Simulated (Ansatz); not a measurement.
Data:

```yaml
crystal:
  lattice:
    - [5.05317, 0.00000, 0.00000]
    - [0.00000, 5.03303, 0.00000]
    - [0.00000, 0.00000, 5.03303]
  atoms:
    - { symbol: W, position: [0.00000, 0.00000, 0.00000] }
    - { symbol: W, position: [0.50000, 0.50000, 0.50000] }
    - { symbol: W, position: [0.00000, 0.50000, 0.25000] }
    - { symbol: W, position: [0.00000, 0.50000, 0.75000] }
    - { symbol: W, position: [0.25000, 0.00000, 0.50000] }
    - { symbol: W, position: [0.75000, 0.00000, 0.50000] }
    - { symbol: W, position: [0.50000, 0.75000, 0.00000] }
    - { symbol: W, position: [0.50000, 0.25000, 0.00000] }
```

No spin polarisation.

Computed with PBEsol (Ansatz, a quantum-chemistry and plane-wave program), spin-orbit coupling left out. Γ-centred 9×9×9 mesh, Fermi–Dirac width 0.05 eV.

Question: Predict the band gap.

Answer: Zero.

Question: What is the computed space group?

Answer: P4_2/mmc (No. 131).

Question: Estimate the pressure (mean of the normal stresses, compression positive).

Answer: -1.2 GPa.

The cells carry an imposed strain or load. No phonon test of stability was made. The final runs are not spin-polarised. The cell was made from W (space group Pm-3n, No. 223) by this change: uniaxial strain ε_xx = +0.40 %. This is not the structure that W has at room temperature and ambient pressure.
